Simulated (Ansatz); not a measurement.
BSiCN (model structure, started from the AlSiCN type, R3m, No. 160, 4 atoms in the cell), treated with r²SCAN (Ansatz, a first-principles code, PAW).

Run with plane-wave cutoff 560 eV, 22×22×22 k mesh, Fermi–Dirac smearing 0.05 eV, scalar-relativistic PAW data made under PBE.

Cell (relaxed at this level):

BCNSi is modelled in the trigonal space group R3m, hexagonal axes (No. 160), Pearson symbol hR4. Conventional cell: a = 2.830 Å, b = 2.830 Å, c = 14.023 Å, α = 90.00°, β = 90.00°, γ = 120.00°. B on 3a has 3 C at 1.678 Å and 1 N at 1.800 Å (tetrahedral). N on 3a has 3 Si at 1.776 Å and 1 B at 1.800 Å (tetrahedral). Si on 3a sees 3 N at 1.776 Å and 1 C at 1.794 Å (tetrahedral). C on 3a has 3 B at 1.678 Å and 1 Si at 1.794 Å (tetrahedral). (Neighbours: up to the widest gap in distance over summed covalent radii, below 1.35, at either atom.)
(The calculation used a cell of 4 atoms; values per cell refer to that cell.)

Question: Give the computed band gap, smallest direct gap on the k points sampled and direct gap at Γ.

Answer: 
* **band gap**: 0.64 eV (indirect)
* **smallest direct gap on the k points sampled**: 2.78 eV
* **direct gap at Γ**: 3.78 eV

Note: the relaxation could raise the start's symmetry but not lower it, so the cell can be a saddle point.

Computed values are for the static lattice.

The result took around 90 core-seconds (rough).

A model structure was made by putting elements into a prototype or built by hand; it is no filed structure, need not be a known phase, and can be a saddle point held by its symmetry.
